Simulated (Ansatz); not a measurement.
Data:

End structure of SiH2 on the (100) surface of germanium (p(2x2) alternately buckled dimers; a constructed slab, bottom: dihydride, held), one in a cell of 66 Å², started at the site 'bridge Ge-Ge (span 4.1 Å)':

```yaml
crystal:
  lattice:
    - [8.14587, 0.00000, 0.00000]
    - [0.00000, 8.14587, 0.00000]
    - [0.00000, 0.00000, 30.50000]
  atoms:
    - { symbol: Ge, position: [0.25000, 0.00000, 0.34812] }
    - { symbol: Ge, position: [0.75000, 0.00000, 0.34812] }
    - { symbol: Ge, position: [0.25000, 0.50000, 0.34812] }
    - { symbol: Ge, position: [0.75000, 0.50000, 0.34812] }
    - { symbol: Ge, position: [0.25000, 0.25000, 0.39534] }
    - { symbol: Ge, position: [0.75000, 0.25000, 0.39534] }
    - { symbol: Ge, position: [0.25000, 0.75000, 0.39534] }
    - { symbol: Ge, position: [0.75000, 0.75000, 0.39534] }
    - { symbol: Ge, position: [0.99798, 0.25025, 0.44210] }
    - { symbol: Ge, position: [0.50202, 0.24975, 0.44210] }
    - { symbol: Ge, position: [0.99798, 0.74975, 0.44210] }
    - { symbol: Ge, position: [0.50202, 0.75025, 0.44210] }
    - { symbol: Ge, position: [0.99146, 0.00000, 0.48903] }
    - { symbol: Ge, position: [0.50156, 0.00000, 0.48925] }
    - { symbol: Ge, position: [0.99844, 0.50000, 0.48925] }
    - { symbol: Ge, position: [0.50854, 0.50000, 0.48903] }
    - { symbol: Ge, position: [0.24627, 0.99460, 0.53306] }
    - { symbol: Ge, position: [0.74645, 0.99504, 0.53921] }
    - { symbol: Ge, position: [0.25453, 0.50929, 0.53326] }
    - { symbol: Ge, position: [0.75284, 0.50262, 0.53902] }
    - { symbol: Ge, position: [0.25909, 0.25120, 0.57423] }
    - { symbol: Ge, position: [0.74566, 0.24889, 0.58458] }
    - { symbol: Ge, position: [0.23494, 0.75367, 0.58430] }
    - { symbol: Ge, position: [0.74715, 0.74778, 0.59029] }
    - { symbol: Ge, position: [0.01723, 0.24962, 0.62076] }
    - { symbol: Ge, position: [0.48776, 0.26559, 0.62999] }
    - { symbol: Ge, position: [0.00134, 0.73765, 0.64069] }
    - { symbol: Ge, position: [0.48399, 0.72124, 0.63408] }
    - { symbol: Ge, position: [0.08433, 0.02045, 0.67251] }
    - { symbol: Ge, position: [0.38867, 0.99588, 0.65611] }
    - { symbol: Ge, position: [0.10770, 0.46233, 0.67456] }
    - { symbol: Ge, position: [0.42357, 0.48548, 0.68766] }
    - { symbol: H, position: [0.39806, 0.00000, 0.31517] }
    - { symbol: H, position: [0.10194, 0.00000, 0.31517] }
    - { symbol: H, position: [0.89806, 0.00000, 0.31517] }
    - { symbol: H, position: [0.60194, 0.00000, 0.31517] }
    - { symbol: H, position: [0.39806, 0.50000, 0.31517] }
    - { symbol: H, position: [0.10194, 0.50000, 0.31517] }
    - { symbol: H, position: [0.89806, 0.50000, 0.31517] }
    - { symbol: H, position: [0.60194, 0.50000, 0.31517] }
    - { symbol: Si, position: [0.01594, 0.24270, 0.72550] }
    - { symbol: H, position: [0.08034, 0.23106, 0.77167] }
    - { symbol: H, position: [0.83162, 0.23547, 0.72814] }
```

Set-up: 43 atoms, 11.3 Å thick at the start with caps and adatoms under the adsorbate (thin: gaps and levels are the slab's own); mesh 3x3x1; 0.01 eV smearing; dipole correction on; single point; no symmetry held, on the structure that PBE left; no spin, no spin-orbit, no U, no dispersion correction. At the end it is bonded to 2 Ge. In PBE it is, or lies within 0.03 eV of, the lowest of the starts that converged; the order may differ at this level.

A negative adsorption energy means that the adsorbate is more stable on the surface than in its reference.

### Question
Give the change of the step from the bottom to the top vacuum level, against the clean slab at the level r2SCAN, at the PBE geometry in Ansatz (a first-principles code).

### Answer
-0.002 eV

### Question
Predict the adsorption energy against SiH4(g) − H2(g) at the same level from r2SCAN, at the PBE geometry.

### Answer
-0.19 eV
